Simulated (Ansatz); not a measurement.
Take Au in the fcc (Cu type) structure (space group Fm-3m, No. 225; a = 4.124 Å; relaxed with 0.1 eV smearing) as the base. Axes: x, y, z lie along the cube axes.

Computed with Kohn–Sham DFT with the r2SCAN functional, run in Ansatz (a quantum-chemistry and plane-wave program) with PAW and 500 eV plane waves, no spin-orbit coupling, earlier PAW set.

Before the change:

| Item | Value |
|---|---|
| Shortest interatomic distance | 291.6 pm |

The change: strain tensor (xx, yy, zz, yz, xz, xy) = (−1.84, −1.90, +1.77, −0.77, +0.49, −1.13) %; the atoms relax in the strained cell.

Problem. Estimate the effect on the energy relative to the base and shortest interatomic distance.

Solution. The energy goes up by 6.4 meV/atom; the shortest interatomic distance shrinks by 8.7 pm (291.6 pm → 282.9 pm).

No phonon test of stability was made.
